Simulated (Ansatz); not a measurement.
Base system: K₂Se in the anti-fluorite structure (space group Fm-3m, No. 225).

K$_{2}$Se has the cubic space group Fm-3m (No. 225), the anti-fluorite structure, Pearson symbol cF12. Lattice parameters: a = 7.610 Å, b = 7.610 Å, c = 7.610 Å, α = 90.00°, β = 90.00°, γ = 90.00°. K on 8c is coordinated by 4 Se at 3.295 Å (tetrahedral). Se on 4a sees 8 K at 3.295 Å (cubic). (Neighbours: up to the widest gap in distance over summed covalent radii, below 1.35, at either atom; cation-cation and far metal-metal contacts left out.)
(The calculation used a cell of 3 atoms; values per cell refer to that cell.)

The values are results of PBEsol (Ansatz, an electronic-structure program), scalar-relativistic without spin-orbit coupling, not measurements.

Strains are applied to the cell and any free atomic positions relax.

One change was made to it. Results:

```json
[
 {"quantity": "electron mass", "base": "0.31 mₑ (at Γ)", "after": "0.31 mₑ (at Γ)"},
 {"quantity": "energy relative to the base (free energy F)", "base": "0 meV/atom", "after": "+4.4 meV/atom"},
 {"quantity": "pressure", "base": "0.01 GPa", "after": "0.88 GPa"},
 {"quantity": "smallest direct gap", "base": "2.27 eV", "after": "2.41 eV"}
]
```

### Question
What was done to the base?
A. isotropic strain +0.50 %
B. isotropic strain −3.00 %
C. isotropic strain +1.00 %
D. isotropic strain +1.50 %
E. isotropic strain −1.50 %

### Answer
E, isotropic strain −1.50 %. For comparison, the pressure in the other runs: isotropic strain +1.00 % gives -0.48 GPa; isotropic strain −3.00 % gives 1.96 GPa; isotropic strain +0.50 % gives -0.24 GPa; isotropic strain +1.50 % gives -0.70 GPa.

Effective masses come from finite differences of ±0.01 Å⁻¹. Stability against distortions was not tested.
